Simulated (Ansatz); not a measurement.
## MgS: alloy series

Base system: MgS in the rock salt structure (space group Fm-3m, No. 225; a = 5.1820 Å).

The other end (x = 1) is MgO in the rock salt structure (space group Fm-3m, No. 225): 9.36 Å³/atom, gap 4.62 eV.

O replaces a fraction x of S; each row is one arrangement (x, atoms in the cell, starting space group or random), fully relaxed.

All numbers come from Ansatz (a quantum-chemistry and plane-wave program) PBEsol, spin-orbit coupling left out.

Notes on the quantities. gap character: in this cell's own zone, which can be folded.

```json
[
 {"change": "base", "gap character": "–", "mixing energy": "–", "shortest interatomic distance": "2.591 Å"},
 {"change": "x(O) = 0.25, 8 atoms, I4/mmm", "gap character": "indirect, k = (0.111, 1/3, -1/3) in the run's primitive reciprocal basis → Γ", "mixing energy": "+151 meV/atom", "shortest interatomic distance": "2.050 Å"},
 {"change": "x(O) = 0.333, 6 atoms, P-3m1", "gap character": "direct at Γ", "mixing energy": "+190 meV/atom", "shortest interatomic distance": "2.308 Å"},
 {"change": "x(O) = 0.5, 8 atoms, Pmmn", "gap character": "indirect, Z → Γ", "mixing energy": "+199 meV/atom", "shortest interatomic distance": "2.120 Å"},
 {"change": "x(O) = 0.75, 8 atoms, I4/mmm", "gap character": "direct at Γ", "mixing energy": "+0.260 eV/atom", "shortest interatomic distance": "1.992 Å"}
]
```

These are small ordered cells, not random alloys; other orderings at the same x differ. No phonon test of stability was made. Labels are those of the standard path for the cell's own space group.
